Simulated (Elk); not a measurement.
**Worked example: self-consistent single point of Sn (Im-3m, 1 atom in the cell) in Elk**

Level of theory: Elk with LDA (PW92), all-electron FP-LAPW, Elk's shipped species files, APW+lo basis with extra local orbitals.

The input file:

```
tasks
  0

xctype
  3

rgkmax
  8.0

gmaxvr
  14.0

nxlo
  2

lorbcnd
  .true.

lmaxi
  2

stype
  3

swidth
  0.00367493

scale
  6.182777751

avec
   -0.5773502692    0.5773502692    0.5773502692
    0.5773502692   -0.5773502692    0.5773502692
    0.5773502692    0.5773502692   -0.5773502692

atoms
  1   : nspecies
  'Sn.in'   : spfname
  1   : natoms; atposl, bfcmt below
  0.0000000000  0.0000000000  0.0000000000    0.0 0.0 0.0

ngridk
  12 12 12
```

The program printed (abridged):

```
│ Elk code version 10.2.4 │

All units are atomic (Hartree, Bohr, etc.)

│ Ground-state run starting from atomic densities │

Lattice vectors :
  -3.569628399       3.569628399       3.569628399
   3.569628399      -3.569628399       3.569628399
   3.569628399       3.569628399      -3.569628399

Unit cell volume      :    181.9403457
Brillouin zone volume :    1.363360130

Muffin-tin inner radius fraction :   0.1000000000E-01

Nuclei treated as point charges

Species :    1 (Sn)
 parameters loaded from : Sn.in
 name : tin
 nuclear charge    :   -50.00000000
 electronic charge :    50.00000000
 atomic mass :    216395.0920
 muffin-tin radius :    2.600000000
 number of radial points in muffin-tin :    597
 atomic positions (lattice), magnetic fields (Cartesian) :
   1 :   0.00000000  0.00000000  0.00000000    0.00000000  0.00000000  0.00000000

Total number of atoms per unit cell :    1

Spin treatment :
 spin-unpolarised

Number of Bravais lattice symmetries :   48
Number of crystal symmetries         :   48
Crystal has inversion symmetry
Real symmetric eigensolver will be used

k-point grid :     12    12    12
k-point offset :    0.000000000       0.000000000       0.000000000
k-point set is reduced with full crystal symmetry group
Total number of k-points :       72

Muffin-tin radius times maximum |G+k| :    8.000000000
 using average radius
Maximum |G+k| for APW functions       :    3.076923077
Maximum (1/2)|G+k|²                   :    4.733727811
Maximum |G| for potential and density :    14.00000000
 potential will be trimmed for |G| > 2 gkmax
Constant for pseudocharge density :    9
Radial integration step length :    4

G-vector grid sizes :     28    28    28
Number of G-vectors :     8391

Maximum angular momentum used for
 APW functions                      :    8
 outer part of muffin-tin           :    6
 inner part of muffin-tin           :    2

Total nuclear charge    :   -50.00000000
Total core charge       :    30.00000000
Total valence charge    :    20.00000000
Total excess charge     :    0.000000000
Total electronic charge :    50.00000000

Effective Wigner radius, rₛ :   0.9541649676

Number of empty states         :    4
Total number of valence states :   14
Total number of core states    :   30

Conduction state local-orbitals added automatically
Total number of local-orbitals :   82

Exchange-correlation functional :      3     0     0
 Perdew-Wang/Ceperley-Alder, Phys. Rev. B 45, 13244 (1992)
 gradient requirement :    0
 local density approximation (LDA)

Smearing type :    3
 Fermi-Dirac
Smearing width :   0.3674930000E-02
Effective electronic temperature (K) :    1160.451112

Mixing type :    3
 Broyden mixing, J. Phys. A: Math. Gen. 17, L317 (1984)

Kohn-Sham potential initialised from atomic data

│ Self-consistent loop started │
│ Loop number : 1 │
 total energy                :     -6176.56993319
│ Loop number : 2 │
 total energy                :     -6176.57244404
RMS change in Kohn-Sham potential (target) :   0.4220253962E-01 (  0.1000000000E-05)
Absolute change in total energy (target)   :   0.2510852256E-02 (  0.1000000000E-03)
│ Loop number : 3 │
 total energy                :     -6176.55758856
RMS change in Kohn-Sham potential (target) :   0.4197595111E-01 (  0.1000000000E-05)
Absolute change in total energy (target)   :   0.1422776596E-01 (  0.1000000000E-03)
│ Loop number : 4 │
 total energy                :     -6175.16485818
RMS change in Kohn-Sham potential (target) :   0.2102143878E-01 (  0.1000000000E-05)
Absolute change in total energy (target)   :    1.396287328     (  0.1000000000E-03)
│ Loop number : 5 │
 total energy                :     -6174.23235695
RMS change in Kohn-Sham potential (target) :   0.6984094227E-02 (  0.1000000000E-05)
Absolute change in total energy (target)   :    1.281573061     (  0.1000000000E-03)
│ Loop number : 6 │
 total energy                :     -6173.88519073
RMS change in Kohn-Sham potential (target) :   0.1736139647E-02 (  0.1000000000E-05)
Absolute change in total energy (target)   :   0.6675594812     (  0.1000000000E-03)
│ Loop number : 7 │
 total energy                :     -6173.77088939
RMS change in Kohn-Sham potential (target) :   0.2770666599E-04 (  0.1000000000E-05)
Absolute change in total energy (target)   :   0.2811912108     (  0.1000000000E-03)
│ Loop number : 8 │
 total energy                :     -6173.77039796
RMS change in Kohn-Sham potential (target) :   0.2446739301E-04 (  0.1000000000E-05)
Absolute change in total energy (target)   :   0.7078923301E-01 (  0.1000000000E-03)
│ Loop number : 9 │
 total energy                :     -6173.77019173
RMS change in Kohn-Sham potential (target) :   0.1717476176E-04 (  0.1000000000E-05)
Absolute change in total energy (target)   :   0.1790353956E-01 (  0.1000000000E-03)
│ Loop number : 10 │
 total energy                :     -6173.76997009
RMS change in Kohn-Sham potential (target) :   0.8418275489E-06 (  0.1000000000E-05)
Absolute change in total energy (target)   :   0.4697529828E-02 (  0.1000000000E-03)
│ Loop number : 11 │
 total energy                :     -6173.76996008
RMS change in Kohn-Sham potential (target) :   0.1298413007E-06 (  0.1000000000E-05)
Absolute change in total energy (target)   :   0.1184386132E-02 (  0.1000000000E-03)
│ Loop number : 12 │
 total energy                :     -6173.76996105
RMS change in Kohn-Sham potential (target) :   0.6876881431E-07 (  0.1000000000E-05)
Absolute change in total energy (target)   :   0.2951245579E-03 (  0.1000000000E-03)
│ Loop number : 13 │
 total energy                :     -6173.76996274
RMS change in Kohn-Sham potential (target) :   0.7201848701E-08 (  0.1000000000E-05)
Absolute change in total energy (target)   :   0.7209356409E-04 (  0.1000000000E-03)
Convergence targets achieved

│ Loop number : 14 │

Energies :
 Fermi                       :     0.242784439283
 sum of eigenvalues          :     -3727.08808192
 electron kinetic            :      6497.65746397
 core electron kinetic       :      6259.27137238
 Coulomb                     :     -12511.4629609
 Coulomb potential           :     -10012.6114603
 nuclear-nuclear             :     -531.577800860
 electron-nuclear            :     -13947.1588597
 Hartree                     :      1967.27369969
 Madelung                    :     -7505.15723070
 xc potential                :     -212.134085591
 exchange                    :     -155.175730239
 correlation                 :     -4.78803895024
 electron entropic           :    -0.696832447212E-03
 total energy                :     -6173.76996290

Density of states at Fermi energy :    15.32270651
 (states/Hartree/unit cell)

Estimated indirect band gap :   0.4191437700E-02
 from k-point     45 to k-point     60
Estimated direct band gap   :   0.2130412101E-01
 at k-point     71

Charges :
 core                        :    30.00000000
 valence                     :    20.00000000
 interstitial                :    1.927063685
 muffin-tins (core leakage)
  species :    1 (Sn)
   atom    1                 :    48.07293632     (  0.6778464167E-04)
 total in muffin-tins        :    48.07293632
 total calculated charge     :    49.99691745
 total charge                :    50.00000000
 error                       :   0.3082554889E-02

│ Self-consistent loop stopped │
```

The run converged in 14 iterations. The count includes the last loop, which Elk runs after its targets are met.

The starting cell comes from a database of computed structures (which also holds hypothetical and non-ambient phases and stackings), without a prior relaxation at this level. Its lattice was rescaled by up to half a per cent. Values depend on the basis (sphere radii, cutoffs, local orbitals), which need not be converged. The log's line on a gap gives a spacing of levels on this mesh, which the program prints for metals too.
